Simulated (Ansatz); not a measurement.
What isotropic strain +3.00 % does to MgTe

Consider MgTe in the zinc blende structure (space group F-43m, No. 216; a = 6.439 Å).

Perturbation: an isotropic linear strain of +3.00 %; the atoms relax in the strained cell.

Calculations: Kohn–Sham DFT with the PBEsol functional, run in Ansatz (a program for electronic structure) with PAW and 420 eV plane waves, scalar-relativistic without spin-orbit coupling. Γ-centred 9×9×9 mesh, Fermi–Dirac width 0.05 eV.

The volume per atom increases by 3.09 Å³ to 36.47 Å³ and the space group stays F-43m (No. 216). The shortest interatomic distance goes up by 0.084 Å (2.788 Å → 2.872 Å) and the energy increases by 28 meV/atom. The pressure decreases by 2.67 GPa, from -0.01 GPa to -2.68 GPa and the band gap decreases by 0.37 eV, from 2.35 eV to 1.98 eV. The gap character is still direct at Γ and the mean gap deformation potential ΔEg/Δln V amounts to -4.1 eV. The electron mass remains 0.16 mₑ (at Γ) and the hole mass (degenerate bands, along [100]) goes from 0.19, 0.88, 0.88 mₑ (at Γ) to 0.18, 0.96, 0.96 mₑ (at Γ). The valley order (the lowest conduction-band minima on the path, energy above the VBM, named in the base's zone) becomes Γ 1.98 eV; X along ⟨100⟩ 2.83 eV; L along ⟨111⟩ 2.96 eV (base: Γ 2.35 eV; X along ⟨100⟩ 2.71 eV; L along ⟨111⟩ 3.18 eV).

Cost of the whole job for the changed cell (relaxation, final SCF and bands): roughly 8 core-seconds.

With Te present, leaving out spin-orbit coupling can change the band edges. Effective masses come from finite differences of ±0.01 Å⁻¹. Stability against distortions was not tested.
